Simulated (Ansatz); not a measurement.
SiC under load (space group P6_3mc), r2SCAN with spin-orbit coupling, rigid bands run with Ansatz (a first-principles code). Condition of this run: uniaxial stress along c of 20 GPa (compression positive) (the target of the relaxation). Band gap 2.64 eV, N_c = 1.16e19 cm⁻³ and N_v = 2.02e19 cm⁻³ at 300 K, conductivity masses along z (a = (3.09, 0.00, 0.00) Å; b = (-1.54, 2.67, 0.00) Å; c = (0.00, 0.00, 4.87) Å) of 0.267 mₑ (electrons) and 0.268 mₑ (holes). Take k_BT = 0.02585 eV.

**Question.** What thermal injection velocity √(2k_BT/πm) limits a ballistic channel along the direction named?

**Answer.** 1.04e7 cm/s for electrons and 1.04e7 cm/s for holes, a ratio of √(m_h/m_e) = 1.00, for dilute carriers.

**Question.** What built-in voltage has an abrupt junction with N_A = 1e16 and N_D = 1e18 cm⁻³, all dopants ionised?

**Answer.** V_bi = E_g/e − (k_BT/e) ln(N_c N_v/(N_A N_D)) = 2.64 − 0.02585 × 10.06 = 2.38 V, for the computed gap.

**Question.** Find the intrinsic carrier density and the intrinsic Fermi level.

**Answer.** n_i = √(N_c N_v) exp(−E_g/2k_BT) = 1.53e19 × exp(−51.06) = 1.0e-3 cm⁻³. The level lies (k_BT/2) ln(N_v/N_c) = 7 meV from mid-gap (positive towards the conduction band). Each 0.1 eV added to the gap lowers n_i by a factor of 6.9.

Rigid bands with the computed gap; masses take one relaxation time for all states. Geometry: cell and atoms relaxed with PBEsol.
